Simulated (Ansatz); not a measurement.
The reference is CaF₂ in the fluorite structure (space group Fm-3m, No. 225; a = 5.439 Å). Axes: x, y, z lie along the cube axes.

All numbers come from plane-wave PAW DFT at the r2SCAN level (Ansatz, a program for electronic structure, 500 eV), no spin-orbit coupling.

For the base:

```
Item       Result
--------  -------
Band gap  8.03 eV
```

One thing is altered: a free-standing slab of 1 layer (3 atoms, 3 a layer) is cut normal to [111], with 15 Å of vacuum and the in-plane cell held at bulk.

Q: Estimate the effect on the band gap and change of the spacing d12 from its bulk value of 0.785 Å.

A: The band gap decreases by 0.85 eV, from 8.03 eV to 7.18 eV; the change of the spacing d12 from its bulk value of 0.785 Å is +3.2 %.

No phonon test of stability was made.
